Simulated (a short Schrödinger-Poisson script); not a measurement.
# Symmetric double-gate stack, Si3N4 on p-type Ge(111)

Structure: symmetric double-gate stack, Si3N4 on p-type Ge(111), at 300 K.

| layer | material | thickness (nm) | Na (cm⁻³) |
|---|---|---|---|
| 1 | Si3N4 | 4.6 | - |
| 2 | Ge | 2 | 7e17 |
| 3 | Si3N4 | 4.6 | - |

The device is made up for the run: typed textbook-type constants, with dimensions and the other settings drawn at random. Si3N4: permittivity 7.5, conduction-band edge (eV) 1.9, gap (eV) 5.1, electron mass (mₑ) 0.5. Ge: permittivity 16, conduction-band edge (eV) 0, gap (eV) 0.664, Nv at 300 K (cm⁻³) 6e18.

Channel valleys (confinement mass, in-plane density-of-states mass, number): L1 1.59, 0.08, 1; L3 0.09, 0.34, 3. At the gates, both at one voltage, the conduction-band edge of layer 1 lies 2.06 eV − eVg above the Fermi level of the channel. Gaps are held at their typed values at every temperature. Mesh 0.03 nm at interfaces.

Solved with a short Schrödinger-Poisson script written for these runs: 1D Poisson equation in equilibrium, electrons quantum, Hartree (BenDaniel-Duke, 12 states a valley, the channel's in-plane mass for all, wave functions ending at the dielectric), parabolic valleys, classical holes, full ionisation, no traps, pinning or gate leakage.

```
Vg (V)  electrons (cm⁻²)  C (μF/cm²)  L1 E0 (meV)  L1 E1 (meV)  L3 E0 (meV)  L3 E1 (meV)
------  ----------------  ----------  -----------  -----------  -----------  -----------
0                 1.32e8     < 0.003        227.2        404.4       1212.5            -
0.2              1.80e11       0.742         37.8        214.8       1023.1            -
0.4              1.98e12        1.75        -56.3        119.4        929.0            -
0.6              4.24e12        1.87       -123.4         50.8        861.9            -
0.8              6.70e12        2.07       -179.2         -6.6        806.1            -
1                9.36e12        2.16       -224.0        -52.8        761.3            -
1.2              1.21e13        2.19       -265.2        -95.5        720.1            -
1.4              1.48e13        2.19       -305.7       -137.3            -            -
1.6              1.75e13        2.20       -345.9       -178.9            -            -
```

Gate voltages with under 1e6 electrons/cm² are left out.

Subbands count from the Fermi level; a dash marks a level above the dielectric's band edge. The capacitance is that of both gates.

Only the L valleys are kept; under strong confinement the Δ valleys of Ge fill too.
